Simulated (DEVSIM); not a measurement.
Structure: Ru/SiO2/n-Si capacitor, at 300 K.

| layer (left to right) | material | thickness (nm) | Nd (cm⁻³) |
|---|---|---|---|
| 1 | SiO2 | 5.90 | - |
| 2 | Si | 16000 | 6.5e13 |

Metal gate on the left, work function 4.7 eV. Fixed charge at the semiconductor interface -5.1e10 cm⁻² (in units of +e); no interface traps.

This is a model device: material constants are rounded textbook-type values typed into the input, and sizes, dopings and lifetimes were drawn at random. Values at 300 K.

```tsv
parameter	SiO2	Si
gap (eV)	9	1.124
affinity (eV)	0.9	4.05
permittivity	3.9	11.7
Nc (cm⁻³)	-	2.86e19
Nv (cm⁻³)	-	3.1e19
```

DEVSIM, 1D Poisson equation in equilibrium, Boltzmann statistics, complete ionisation; no quantum confinement or tunnelling. Metal contacts follow the ideal Schottky-Mott rule: no Fermi-level pinning, no interface dipoles.

Problem. Tabulate band edges, carrier densities and field at 0.0 V on the gate.

Solution. Energies count from the Fermi level of the right contact; mesh points crowd at the junctions.

```
x (μm)    Ec (eV)  Ev (eV)  n (cm⁻³)  p (cm⁻³)  field (V/cm)
--------  -------  -------  --------  --------  ------------
0.000       3.800   -5.200     < 1e2     < 1e2         16000
0.001423    3.802   -5.198     < 1e2     < 1e2         16000
0.003598    3.806   -5.194     < 1e2     < 1e2         16000
0.005391    3.809   -5.191     < 1e2     < 1e2         16000
0.007357    0.659   -0.465     2.4e8    4.8e11         -2400
0.01106     0.658   -0.466     2.5e8    4.7e11         -2400
0.02052     0.656   -0.468     2.7e8    4.3e11         -2400
0.05820     0.647   -0.477     3.9e8    3.0e11         -2400
0.1338      0.629   -0.495     7.7e8    1.5e11         -2300
0.3270      0.586   -0.538     4.1e9    2.9e10         -2100
0.8095      0.495   -0.629    1.4e11     8.5e8         -1600
2.641       0.347   -0.777    4.3e13   2700000          -200
6.587       0.336   -0.788    6.5e13   1800000           ≈ 0
12.08       0.336   -0.788    6.5e13   1800000           ≈ 0
14.81       0.336   -0.788    6.5e13   1800000           ≈ 0
15.53       0.336   -0.788    6.5e13   1800000           ≈ 0
15.81       0.336   -0.788    6.5e13   1800000           ≈ 0
15.93       0.336   -0.788    6.5e13   1800000           ≈ 0
15.98       0.336   -0.788    6.5e13   1800000           ≈ 0
16.00       0.336   -0.788    6.5e13   1800000           ≈ 0
16.00       0.336   -0.788    6.5e13   1800000           ≈ 0
16.01       0.336   -0.788    6.5e13   1800000           ≈ 0
```
